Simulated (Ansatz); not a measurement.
# A computed series for SnO: response to strain

Base system: SnO (space group P4/nmm, No. 129; a = 3.7685 Å, c = 4.5571 Å; layered, stacked along the Cartesian z axis; relaxed with 0.1 eV smearing). Axes: x, y, z lie along a, b, c of the conventional cell.

Strains are applied to the cell and any free atomic positions relax.

All numbers come from PBEsol-D3(BJ) (Ansatz, a first-principles code), scalar-relativistic without spin-orbit coupling.

Notes on the quantities. energy relative to the base: free energy F.

```
change                          energy relative to the base  volume per atom
------------------------------  ---------------------------  ---------------
base                                             0 meV/atom         16.18 Å³
uniaxial strain ε_zz = −3.00 %                +3.1 meV/atom         15.69 Å³
uniaxial strain ε_zz = −2.40 %                +1.9 meV/atom         15.79 Å³
uniaxial strain ε_zz = −1.80 %                            ?         15.89 Å³
uniaxial strain ε_zz = −1.20 %                +0.5 meV/atom         15.99 Å³
uniaxial strain ε_zz = −0.60 %                +0.1 meV/atom         16.08 Å³
```

Task: Complete the table.

Result: 
- uniaxial strain ε_zz = −1.80 %, energy relative to the base: +1.1 meV/atom

No phonon test of stability was made. All final runs are without spin polarisation.
